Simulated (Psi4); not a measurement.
Psi4 1.11, PBE/def2-svp: Sn(F)(Cl)(Vi)2 (C=[CH][Sn]([F])([Cl])[CH]=C), 13 atoms. The geometry is a generated start, not checked to be a minimum at this level.

```
Property                                             Result
--------------------------  -------------------------------
task                                                 energy
method                                                  pbe
basis                                              def2-svp
memory                                                 3 GB
maxiter                                                 100
keys of the molecule block                      symmetry c1
scf_type                                       df (default)
e_convergence                               1e-06 (default)
d_convergence                               1e-06 (default)
dft_radial_points                              75 (default)
dft_spherical_points                          302 (default)
effective core potentials   those of the basis set, past Kr
basis functions                                         144
grid points                                          278697
```

```xyz
13

C     -2.9724     0.5317    -0.0806
C     -1.7065     0.8696    -0.0013
Sn    -0.0624    -0.6018    -0.1670
F      0.4272    -0.4356    -2.1167
Cl    -0.9132    -2.7681     0.0040
C      1.9492    -0.4602     0.7437
C      2.9304     0.2130     0.1864
H     -3.3021    -0.4909    -0.1968
H     -3.7569     1.2768    -0.0338
H     -1.3727     1.8886     0.1075
H      2.0554    -1.0124     1.6639
H      2.8074     0.7427    -0.7435
H      3.9165     0.2466     0.6342
```

With the defaults (diis = true, scf_initial_accelerator = adiis, damping_percentage = 0, diis_max_vecs = 10, guess = auto, which took SAD, diis_start = 1, level_shift = 0, level_shift_cutoff = 0.01) it converges in 11 SCF iterations. One run each on 2 threads, with these changes:
- diis_max_vecs = 20
- level_shift = 0.1, level_shift_cutoff = 0.001
- diis_max_vecs = 3
- diis_max_vecs = 6
- diis_start = 4
- level_shift = 0.5, level_shift_cutoff = 0.001
- guess = sap
- scf_initial_accelerator = ediis
- diis = false, scf_initial_accelerator = none, damping_percentage = 60

Task: Which runs fail or end elsewhere than the default run?

Result: No convergence: diis = false, scf_initial_accelerator = none, damping_percentage = 60 (the run ends without SCF convergence in 100 iterations). The rest reach the solution of the defaults.

| setting | SCF iterations | end |
|---|---|---|
| the defaults | 11 | same solution |
| level_shift = 0.5, level_shift_cutoff = 0.001 | 11 | same solution |
| level_shift = 0.1, level_shift_cutoff = 0.001 | 11 | same solution |
| diis_max_vecs = 20 | 11 | same solution |
| scf_initial_accelerator = ediis | 11 | same solution |
| diis_max_vecs = 6 | 12 | same solution |
| guess = sap | 18 | same solution |
| diis_start = 4 | 20 | same solution |
| diis_max_vecs = 3 | 24 | same solution |
| diis = false, scf_initial_accelerator = none, damping_percentage = 60 | 100 | no convergence |
